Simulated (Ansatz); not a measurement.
We consider ZrGeO3 (model structure, started from the PbTiO3 type, P4mm, No. 99, 5 atoms in the cell), described by r²SCAN+SOC in Ansatz (plane waves, PAW).

Settings: plane-wave cutoff 560 eV, 8×8×8 k mesh, Fermi–Dirac smearing 0.01 eV, PAW data made under PBE.

Cell (relaxed with PBEsol):

Space group P4mm (No. 99); a = 3.987 Å, b = 3.987 Å, c = 4.343 Å, α = 90.00°, β = 90.00°, γ = 90.00°

```csv
atom,site,symmetry,x,y,z
Zr,1b,4mm,0.5000,0.5000,0.5790
Ge,1a,4mm,0.0000,0.0000,0.1951
O,2c,2mm.,0.0000,0.5000,0.4496
O,1b,4mm,0.5000,0.5000,0.0170
```

Q: Give the computed band gap, smallest direct gap on the k points sampled and direct gap at Γ.

A: 
- band gap: 1.65 eV (indirect)
- smallest direct gap on the k points sampled: 2.49 eV
- direct gap at Γ: 4.03 eV

Note: the relaxation could raise the start's symmetry but not lower it, so the cell can be a saddle point; cell and atoms aren't relaxed at this level (largest force component 0.14 eV/Å, pressure 1.8 GPa).

The result took around 4 core-minutes (rough).

A model structure was made by putting elements into a prototype or built by hand; it is no filed structure, need not be a known phase, and can be a saddle point held by its symmetry.

Ansatz is a quantum-chemistry and plane-wave program.
